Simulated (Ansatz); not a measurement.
Take PbZrO₃ in the cubic perovskite structure (space group Pm-3m, No. 221; a = 4.141 Å; a cell from a computed database, its experimental status unchecked) as the base.

Now apply this change: cell and atoms relaxed at a pressure of 0.3 GPa.

Levels (all Ansatz, a first-principles code, PAW): PBEsol (420 eV, scalar-relativistic without spin-orbit coupling); HSE06 (420 eV, scalar-relativistic without spin-orbit coupling).

The geometry is relaxed with PBEsol.

- PBEsol lowest conduction level above the VBM at special points: X 2.34 eV; Γ 3.70 eV; M 4.32 eV

Predict the lowest conduction level above the VBM at special points from HSE06.

The lowest conduction level above the VBM at special points goes from X 2.34 eV; Γ 3.70 eV; M 4.32 eV to X 3.48 eV; Γ 5.09 eV; M 5.56 eV.

Single points use the geometry relaxed with PBEsol. The hybrid gap comes from the SCF mesh plus the semilocal run's edge points and a few special points and is an upper bound. The levels and masses belong to the bands next to the band gap. Load acts through the strain it causes; cell and atoms are relaxed under it. Whether these cells are dynamically stable was not tested. Many cubic perovskites are stable only at high temperature; tilts and polar distortions were not tested.
